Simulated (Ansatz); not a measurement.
**Lattice parameter c of TaGe2 (model structure, started from the Al2Cu type, I4/mcm, No. 140, 6 atoms in the cell) at several levels of theory**

No measured value is used here.

```csv
level (code),value (Å)
PBE (Ansatz),5.447
PBEsol (Ansatz),5.386
PBE-D3(BJ) (Ansatz),…
```

Question: Some entries are withheld; supply them.

Answer: 
- PBE-D3(BJ) (Ansatz, a quantum-chemistry and plane-wave program), value (Å): 5.399

Density-functional levels without +SOC have no spin–orbit coupling. Ansatz's density-functional and Hartree–Fock values are scalar-relativistic unless marked +SOC, with PAW data made under PBE.

A model structure was made by putting elements into a prototype or built by hand; it is no filed structure, need not be a known phase, and can be a saddle point held by its symmetry.
